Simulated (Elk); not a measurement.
Band structure of TiB2 (P6/mmm, 3 atoms in the cell).

```
TiB2
1.0
    3.02593     0.00000     0.00000
   -1.51296     2.62053     0.00000
    0.00000     0.00000     3.22877
Ti B
1 2
Cartesian
  0.00000   0.00000   0.00000
  0.00000   1.74702   1.61438
  1.51297   0.87351   1.61438
```

Method of the run: Elk 10.2.4 with PBE, all-electron FP-LAPW, Elk's shipped species files, default APW+lo basis.

Settings: xctype = 20; stype = 0; swidth = 0.00499791 Ha; ngridk = 8 8 7; rmtscf = 0.85; maxscl = 100.

The starting cell comes from a database of computed structures (which also holds hypothetical and non-ambient phases and stackings), without a prior relaxation at this level. Spin polarisation is off. Values depend on the basis (sphere radii, cutoffs, local orbitals), which need not be converged.

Levels in eV from the Fermi level, bands 6 to 13:
```json
[
 {"point": "Γ", "6": "-2.67", "7": "-2.67", "8": "-2.38", "9": "-2.21", "10": "1.85", "11": "1.85", "12": "3.63", "13": "3.63"},
 {"point": "M", "6": "-9.27", "7": "-3.32", "8": "-3.30", "9": "-2.35", "10": "1.29", "11": "2.73", "12": "3.20", "13": "3.34"},
 {"point": "K", "6": "-8.36", "7": "-7.42", "8": "-1.93", "9": "-1.93", "10": "1.32", "11": "1.32", "12": "1.94", "13": "6.98"},
 {"point": "A", "6": "-7.68", "7": "-0.60", "8": "-0.60", "9": "-0.23", "10": "-0.23", "11": "0.37", "12": "0.37", "13": "1.56"},
 {"point": "L", "6": "-7.61", "7": "-4.71", "8": "-3.90", "9": "-3.18", "10": "2.43", "11": "2.91", "12": "4.49", "13": "4.59"},
 {"point": "H", "6": "-8.62", "7": "-5.79", "8": "-3.22", "9": "-3.22", "10": "2.46", "11": "4.25", "12": "4.25", "13": "4.51"}
]
```

Bands cross the Fermi level along this path, so the cell is metallic at this level.
